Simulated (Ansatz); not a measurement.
Terminations of the (110) surface of bcc Nb, measured from the surface 'clean 1x1'. Atoms come from or go to: Ag: fcc Ag, Ga: alpha gallium, Hf: hcp Hf, In: tetragonal indium, Nb: bcc Nb, Pb: fcc Pb, Sc: hcp Sc, Ti: hcp Ti, Zr: hcp Zr. ΔE is the energy of forming the row's surface from that one (negative: more stable at these reservoirs); the vacuum level's shift is aligned on the shared bottom. No zero-point or thermal terms. These are constructed structures in small cells; real faces may alloy, dewet or reconstruct in larger ones, and not all known structures of the face are among them. Slabs of about 12 Å with all that they carry, Fermi-Dirac smearing of 0.1 eV. Bottom of the slabs: a bare face, its two planes held. Relaxed from the named starts with such symmetry as they have, on meshes of like density; energies extrapolated to zero smearing; no spin-orbit coupling, no U. Spin-polarised runs, if any, are marked in brackets, and their order is one that fits the cell; the others ran without spin. A dash marks a value that is undefined for that row (no clear gap, or no work function of a gapped slab) or was not read reliably on its mesh.

Calculation: PBE (plane waves to 420 eV, PAW; Ansatz, a first-principles code).

```
surface                                                                           atoms added per 1x1  ΔE per 1x1 (eV)  shift of the vacuum level (eV)  work function (eV)
--------------------------------------------------------------------------------  -------------------  ---------------  ------------------------------  ------------------
a pseudomorphic layer of Hf in the host's stacking                                              +1 Hf             0.09                           -0.06                4.44
one row in 2 of the top plane missing                                                         -0.5 Nb       (withheld)                           -0.80                3.69
a pseudomorphic layer of Ga in the host's stacking                                              +1 Ga            -0.80                            0.01                4.50
a pseudomorphic layer of Zr in the host's stacking                                              +1 Zr       (withheld)                           -0.19                4.30
a layer of Ga in place of the second plane                                               +1 Ga, -1 Nb       (withheld)                            0.42                4.91
a layer of Sc in place of the second plane                                               -1 Nb, +1 Sc       (withheld)                            0.21                4.70
a cell of two sites (a+b, b-a) surface alloy, Ti on one Nb site of the top plane     -0.5 Nb, +0.5 Ti            -0.02                           -0.14                4.34
a layer of Ag in place of the second plane                                               +1 Ag, -1 Nb             0.76                            0.30                4.79
a cell of two sites (a+b, b-a) surface alloy, Ag on one Nb site of the top plane     +0.5 Ag, -0.5 Nb             0.05                           -0.29                4.19
a layer of In in place of the third plane                                                +1 In, -1 Nb             0.30                            0.07                4.55
a layer of Zr in place of the second plane                                               -1 Nb, +1 Zr             0.35                            0.12                4.61
p(2x2) layer of Pb, one a cell, on the site that continues the host's stacking               +0.25 Pb            -0.16                           -0.14                4.35
```

Problem. Complete the blanks.

Solution. 
- one row in 2 of the top plane missing, ΔE per 1x1 (eV): 0.50
- a pseudomorphic layer of Zr in the host's stacking, ΔE per 1x1 (eV): -0.09
- a layer of Ga in place of the second plane, ΔE per 1x1 (eV): -0.14
- a layer of Sc in place of the second plane, ΔE per 1x1 (eV): 0.51
